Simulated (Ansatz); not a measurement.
Consider interstitial Li in silicon strained by -1.5 % along x and y, z held, charge state +1. Calculation: PBE, PAW (plane waves to 420 eV; Ansatz, a quantum-chemistry and plane-wave program).

Cell of 64 host sites held at the strained lattice (strain from the relaxed PBE one, atoms relaxed); a 2×2×2 k-point mesh shifted by half a step; Fermi-Dirac width 0.01 eV, spin-restricted; finite-size errors left in. Static, classical nuclei. The charge state is imposed; whether it is stable for some Fermi level was not computed. Sites that were not tried may lie lower.

Barriers: single points on a 3×3×3 k-point mesh shifted by half a step at the bands' geometries.

The step: one Li atom jumps by itself. Atoms about the jump, Cartesian Å from the middle of the jump, before and after:

```json
[
 {"atom": "Li1", "x0": "-0.67", "y0": "0.67", "z0": "0.68", "x1": "0.67", "y1": "-0.67", "z1": "-0.68"},
 {"atom": "Si2", "x0": "-2.07", "y0": "-0.73", "z0": "-0.73", "x1": "-2.04", "y1": "-0.67", "z1": "-0.68"},
 {"atom": "Si3", "x0": "-0.67", "y0": "-2.04", "z0": "0.68", "x1": "-0.73", "y1": "-2.07", "z1": "0.73"},
 {"atom": "Si4", "x0": "0.72", "y0": "2.07", "z0": "-0.73", "x1": "0.67", "y1": "2.04", "z1": "-0.68"},
 {"atom": "Si5", "x0": "2.04", "y0": "0.67", "z0": "0.68", "x1": "2.07", "y1": "0.72", "z1": "0.73"},
 {"atom": "Si6", "x0": "-0.67", "y0": "0.67", "z0": "-2.06", "x1": "-0.73", "y1": "0.72", "z1": "-2.10"},
 {"atom": "Si7", "x0": "0.72", "y0": "-0.73", "z0": "2.10", "x1": "0.67", "y1": "-0.67", "z1": "2.06"},
 {"atom": "Si8", "x0": "2.02", "y0": "-2.03", "z0": "-2.06", "x1": "2.07", "y1": "-2.07", "z1": "-2.10"},
 {"atom": "Si9", "x0": "-2.07", "y0": "2.07", "z0": "2.10", "x1": "-2.03", "y1": "2.02", "z1": "2.06"},
 {"atom": "Si10", "x0": "0.68", "y0": "-3.37", "z0": "-0.69", "x1": "0.67", "y1": "-3.38", "z1": "-0.68"},
 {"atom": "Si11", "x0": "-3.38", "y0": "0.67", "z0": "0.68", "x1": "-3.37", "y1": "0.68", "z1": "0.69"},
 {"atom": "Si12", "x0": "3.37", "y0": "-0.68", "z0": "-0.69", "x1": "3.38", "y1": "-0.67", "z1": "-0.68"},
 {"atom": "Si13", "x0": "-0.67", "y0": "3.38", "z0": "0.68", "x1": "-0.68", "y1": "3.37", "z1": "0.69"},
 {"atom": "Si14", "x0": "0.68", "y0": "-0.68", "z0": "-3.42", "x1": "0.67", "y1": "-0.67", "z1": "-3.43"},
 {"atom": "Si15", "x0": "-0.67", "y0": "0.67", "z0": "3.43", "x1": "-0.68", "y1": "0.68", "z1": "3.42"}
]
```

Problem. Predict the transition state.

Solution. 
```
atom      x      y      z
----  -----  -----  -----
Li1    0.00   0.00   0.00
Si2   -2.11  -0.72  -0.73
Si3   -0.72  -2.10   0.73
Si4    0.72   2.11  -0.73
Si5    2.11   0.73   0.73
Si6   -0.72   0.72  -2.13
Si7    0.72  -0.71   2.12
Si8    2.00  -1.99  -2.03
Si9   -2.00   2.00   2.03
Si10   0.66  -3.37  -0.68
Si11  -3.38   0.67   0.67
Si12   3.38  -0.66  -0.68
Si13  -0.66   3.38   0.67
Si14   0.66  -0.66  -3.43
Si15  -0.66   0.67   3.42
```
It lies 0.64 eV above the start and 0.64 eV above the end. The saddle point's order was not checked, and it lies on a symmetry element of the cell, where a band can be held.
